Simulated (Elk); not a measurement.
**A self-consistent single point of Si₂W (I4/mmm, 3 atoms in the cell) with Elk**

Method of the run: PBE, all-electron FP-LAPW, Elk's shipped species files, LAPW+lo basis run with Elk 10.2.4.

Input as run:

```
tasks
  0

xctype
  20

rgkmax
  7.5

gmaxvr
  14.0

nxoapwlo
  1

rmtscf
  0.93

stype
  3

swidth
  0.00183747

scale
  8.532124868

avec
   -0.3560050608    0.3560050608    0.8640143479
    0.3560050608   -0.3560050608    0.8640143479
    0.3560050608    0.3560050608   -0.8640143479

sppath
  'species/'

atoms
  2   : nspecies
  'Si.in'   : spfname
  2   : natoms; atposl, bfcmt below
  0.3349900000  0.3349900000  0.0000000000    0.0 0.0 0.0
  0.6650100000  0.6650100000  0.0000000000    0.0 0.0 0.0
  'W.in'   : spfname
  1   : natoms; atposl, bfcmt below
  0.0000000000  0.0000000000  0.0000000000    0.0 0.0 0.0

ngridk
  12 12 12
```

The program printed (abridged):

```
│ Elk code version 10.2.4 │

All units are atomic (Hartree, Bohr, etc.)

│ Ground-state run starting from atomic densities │

Lattice vectors :
  -3.037479632       3.037479632       7.371878304
   3.037479632      -3.037479632       7.371878304
   3.037479632       3.037479632      -7.371878304

Unit cell volume      :    272.0601277
Brillouin zone volume :   0.9117477654

Muffin-tin inner radius fraction :   0.1000000000E-01

Nuclei treated as point charges

Species :    1 (Si)
 parameters loaded from : Si.in
 name : silicon
 nuclear charge    :   -14.00000000
 electronic charge :    14.00000000
 atomic mass :    51196.73454
 muffin-tin radius :    2.046000000
 number of radial points in muffin-tin :    397
 atomic positions (lattice), magnetic fields (Cartesian) :
   1 :   0.33499000  0.33499000  0.00000000    0.00000000  0.00000000  0.00000000
   2 :  -0.33499000 -0.33499000  0.00000000    0.00000000  0.00000000  0.00000000

Species :    2 (W)
 parameters loaded from : W.in
 name : tungsten
 nuclear charge    :   -74.00000000
 electronic charge :    74.00000000
 atomic mass :    335119.8190
 muffin-tin radius :    2.604000000
 number of radial points in muffin-tin :    697
 atomic positions (lattice), magnetic fields (Cartesian) :
   1 :   0.00000000  0.00000000  0.00000000    0.00000000  0.00000000  0.00000000

Total number of atoms per unit cell :    3

Spin treatment :
 spin-unpolarised

Number of Bravais lattice symmetries :   16
Number of crystal symmetries         :   16
Crystal has inversion symmetry
Real symmetric eigensolver will be used

k-point grid :     12    12    12
k-point offset :    0.000000000       0.000000000       0.000000000
k-point set is reduced with full crystal symmetry group
Total number of k-points :      163

Muffin-tin radius times maximum |G+k| :    7.500000000
 using average radius
Maximum |G+k| for APW functions       :    3.360215054
Maximum (1/2)|G+k|²                   :    5.645522604
Maximum |G| for potential and density :    14.00000000
 potential will be trimmed for |G| > 2 gkmax
Constant for pseudocharge density :    9
Radial integration step length :    4

G-vector grid sizes :     40    40    40
Number of G-vectors :    12613

Maximum angular momentum used for
 APW functions                      :    8
 outer part of muffin-tin           :    6
 inner part of muffin-tin           :    1

Total nuclear charge    :   -102.0000000
Total core charge       :    66.00000000
Total valence charge    :    36.00000000
Total excess charge     :    0.000000000
Total electronic charge :    102.0000000

Effective Wigner radius, rₛ :   0.8603173977

Number of empty states         :   12
Total number of valence states :   30
Total number of core states    :   66

Total number of local-orbitals :   40

Exchange-correlation functional :     20     0     0
 Perdew-Burke-Ernzerhof, Phys. Rev. Lett. 77, 3865 (1996)
 gradient requirement :    1
 generalised gradient approximation (GGA)

Smearing type :    3
 Fermi-Dirac
Smearing width :   0.1837470000E-02
Effective electronic temperature (K) :    580.2271348

Mixing type :    3
 Broyden mixing, J. Phys. A: Math. Gen. 17, L317 (1984)

Kohn-Sham potential initialised from atomic data

│ Self-consistent loop started │
│ Loop number : 1 │
 total energy                :     -16744.5922276
│ Loop number : 2 │
 total energy                :     -16744.9544552
RMS change in Kohn-Sham potential (target) :   0.4904551126     (  0.1000000000E-05)
Absolute change in total energy (target)   :   0.3622276070     (  0.1000000000E-03)
│ Loop number : 3 │
 total energy                :     -16744.2868341
RMS change in Kohn-Sham potential (target) :   0.4679166182     (  0.1000000000E-05)
Absolute change in total energy (target)   :   0.5770642204     (  0.1000000000E-03)
│ Loop number : 4 │
 total energy                :     -16746.3972053
RMS change in Kohn-Sham potential (target) :   0.1897596568     (  0.1000000000E-05)
Absolute change in total energy (target)   :    1.966105140     (  0.1000000000E-03)
│ Loop number : 5 │
 total energy                :     -16746.3048071
RMS change in Kohn-Sham potential (target) :   0.5786726701E-01 (  0.1000000000E-05)
Absolute change in total energy (target)   :   0.3991281465     (  0.1000000000E-03)
│ Loop number : 6 │
 total energy                :     -16746.4379760
RMS change in Kohn-Sham potential (target) :   0.1414786607E-01 (  0.1000000000E-05)
Absolute change in total energy (target)   :   0.2329509015     (  0.1000000000E-03)
│ Loop number : 7 │
 total energy                :     -16746.4549617
RMS change in Kohn-Sham potential (target) :   0.1054102615E-02 (  0.1000000000E-05)
Absolute change in total energy (target)   :   0.7522337381E-01 (  0.1000000000E-03)
│ Loop number : 8 │
 total energy                :     -16746.4392033
RMS change in Kohn-Sham potential (target) :   0.5675348465E-03 (  0.1000000000E-05)
Absolute change in total energy (target)   :   0.3047464430E-02 (  0.1000000000E-03)
│ Loop number : 9 │
 total energy                :     -16746.4355036
RMS change in Kohn-Sham potential (target) :   0.9277815857E-04 (  0.1000000000E-05)
Absolute change in total energy (target)   :   0.2937863734E-02 (  0.1000000000E-03)
│ Loop number : 10 │
 total energy                :     -16746.4285778
RMS change in Kohn-Sham potential (target) :   0.4332339975E-04 (  0.1000000000E-05)
Absolute change in total energy (target)   :   0.7660195020E-02 (  0.1000000000E-03)
│ Loop number : 11 │
 total energy                :     -16746.4333837
RMS change in Kohn-Sham potential (target) :   0.5241587608E-05 (  0.1000000000E-05)
Absolute change in total energy (target)   :   0.2890845812E-02 (  0.1000000000E-03)
│ Loop number : 12 │
 total energy                :     -16746.4332050
RMS change in Kohn-Sham potential (target) :   0.4466820406E-05 (  0.1000000000E-05)
Absolute change in total energy (target)   :   0.5440418063E-03 (  0.1000000000E-03)
│ Loop number : 13 │
 total energy                :     -16746.4333789
RMS change in Kohn-Sham potential (target) :   0.1811337713E-05 (  0.1000000000E-05)
Absolute change in total energy (target)   :   0.3098654379E-03 (  0.1000000000E-03)
│ Loop number : 14 │
 total energy                :     -16746.4334837
RMS change in Kohn-Sham potential (target) :   0.1098495384E-06 (  0.1000000000E-05)
Absolute change in total energy (target)   :   0.1823030761E-03 (  0.1000000000E-03)
│ Loop number : 15 │
 total energy                :     -16746.4334898
RMS change in Kohn-Sham potential (target) :   0.6916855520E-07 (  0.1000000000E-05)
Absolute change in total energy (target)   :   0.5162086745E-04 (  0.1000000000E-03)
Convergence targets achieved

│ Loop number : 16 │

Energies :
 Fermi                       :     0.483979918048
 sum of eigenvalues          :     -10201.5654658
 electron kinetic            :      18795.5841138
 core electron kinetic       :      18144.6308351
 Coulomb                     :     -35174.5049938
 Coulomb potential           :     -28517.2057289
 nuclear-nuclear             :     -1243.30774446
 electron-nuclear            :     -39345.1887698
 Hartree                     :      5413.99152048
 Madelung                    :     -20915.9021294
 xc potential                :     -479.943850701
 exchange                    :     -361.889317723
 correlation                 :     -5.62321791023
 electron entropic           :    -0.743333529901E-04
 total energy                :     -16746.4334900

Density of states at Fermi energy :    6.457458018
 (states/Hartree/unit cell)

Estimated indirect band gap :   0.3114061863E-02
 from k-point    157 to k-point    156
Estimated direct band gap   :   0.1568038025E-01
 at k-point    156

Charges :
 core                        :    66.00000000
 valence                     :    36.00000000
 interstitial                :    5.516665995
 muffin-tins (core leakage)
  species :    1 (Si)
   atom    1                 :    11.92197993     (  0.2935030388E-02)
   atom    2                 :    11.92197993     (  0.2935030388E-02)
  species :    2 (W)
   atom    1                 :    72.63937415     (  0.4189863176E-06)
 total in muffin-tins        :    96.48333401
 total calculated charge     :    101.9867592
 total charge                :    102.0000000
 error                       :   0.1324080560E-01

│ Self-consistent loop stopped │
```

The run converged in 16 iterations. The count includes the last loop, which Elk runs after its targets are met.

The starting cell comes from a database of computed structures (which also holds hypothetical and non-ambient phases and stackings), without a prior relaxation at this level. Spin-orbit coupling is off. Spin polarisation is off. Values depend on the basis (sphere radii, cutoffs, local orbitals), which need not be converged. The log's line on a gap gives a spacing of levels on this mesh, which the program prints for metals too.

Cost on one core of a shared machine: roughly 2 min.
